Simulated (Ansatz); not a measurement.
# Response to strain in Be

Consider Be in the hcp (Mg type) structure (space group P6_3/mmc, No. 194; relaxed with 0.1 eV smearing).

```yaml
crystal:
  lattice:
    - [2.26169, 0.00000, 0.00000]
    - [-1.13084, 1.95868, 0.00000]
    - [0.00000, 0.00000, 3.56916]
  atoms:
    - { symbol: Be, position: [0.33333, 0.66667, 0.75000] }
    - { symbol: Be, position: [0.66667, 0.33333, 0.25000] }
```

Cartesian axes are those of the cell as printed.

Strains are applied to the cell and any free atomic positions relax; under biaxial strain the out-of-plane vector relaxes too.

The values are results of plane-wave PAW DFT at the r2SCAN level (Ansatz, a program for electronic structure, 500 eV), scalar-relativistic without spin-orbit coupling, not measurements.

Notes on the quantities. pressure: mean of the normal stresses, compression positive.

| change | pressure | space group | volume per atom |
|---|---|---|---|
| base | 0.0 GPa | P6_3/mmc (No. 194) | 7.91 Å³ |
| biaxial strain −1.74 %, plane normal [001], relaxed out of plane | 4.5 GPa | P6_3/mmc (No. 194) | 7.63 Å³ |
| biaxial strain +0.75 %, plane normal [001], relaxed out of plane | -1.7 GPa | P6_3/mmc (No. 194) | 8.02 Å³ |
| isotropic strain −0.57 % | 2.2 GPa | P6_3/mmc (No. 194) | 7.77 Å³ |
| isotropic strain +3.04 % | -9.7 GPa | P6_3/mmc (No. 194) | 8.65 Å³ |
| tensor shear ε_yz = +0.93 % | 0.0 GPa | C2/m (No. 12) | 7.90 Å³ |

Whether these cells are dynamically stable was not tested.
